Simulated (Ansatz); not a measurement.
**SnO under a change: 1 layer**

The reference is SnO in the litharge type structure (space group P4/nmm, No. 129; a = 3.836 Å, c = 4.757 Å; layered, stacked along the Cartesian z axis).

One thing is altered: a free-standing slab of 1 layer (4 atoms, 4 a layer) is cut normal to the stacking axis, with 15 Å of vacuum and the in-plane cell relaxed.

Method: PBE-D3(BJ) (Ansatz, a first-principles code, PAW, no spin-orbit coupling), earlier PAW set. Settings: 12×12×1 k-points, 0.05 eV Fermi–Dirac smearing, for the changed cell.

* **Layer's space group (with vacuum)**: P4/nmm (No. 129)
* **Shortest interatomic distance**: 4.245 bohr (base 4.234 bohr)
* **Band gap**: 3.05 eV (base zero)
* **Gap character**: indirect, M–Γ (67 % along) → M–Γ (20 % along)
* **Excess energy per area of both faces (slab less bulk energy over the cell's area: twice a surface energy)**: 0.54 J/m² (uncertain by up to 0.04 J/m²)
* **Thickness between the outermost nuclei**: 2.36 Å
* **In-plane lattice parameter a**: 7.220 bohr (base 7.249 bohr)

Final structure:

```
CELL_PARAMETERS angstrom
      3.82080     0.00000     0.00000
      0.00000     3.82080     0.00000
      0.00000     0.00000    17.31618
ATOMIC_POSITIONS crystal
  Sn 0.00000 0.50000 0.43177
  O  0.00000 0.00000 0.50000
  O  0.50000 0.50000 0.50000
  Sn 0.50000 0.00000 0.56823
```

The excess energy carries the mismatch between the slab's and the bulk's meshes. Whether these cells are dynamically stable was not tested. The final runs are not spin-polarised. The zero or small gap of SnO can change with the level of theory.
